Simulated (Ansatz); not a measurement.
## Hypothetical R3m AlZnInO4: pressure series

Base system: AlZnInO$_{4}$ (space group R3m, No. 160; a = 3.292 Å, c = 25.922 Å (hexagonal axes); a hypothetical phase, not in the database extracts checked).

Cell and atoms are relaxed at each pressure.

Method: PBE/PAW in Ansatz (an electronic-structure program), no spin-orbit coupling.

Candidates:
(a) pressure 7.5 GPa
(b) pressure 3 GPa
(c) pressure 10 GPa

For the base:

- Band gap: 1.76 eV

Q: Order them by band gap, lowest first.

A: (b) pressure 3 GPa (1.83 eV), (a) pressure 7.5 GPa (1.92 eV), (c) pressure 10 GPa (1.97 eV)

Load acts through the strain it causes; cell and atoms are relaxed under it. Whether these cells are dynamically stable was not tested. Competing high-pressure phases were not computed.
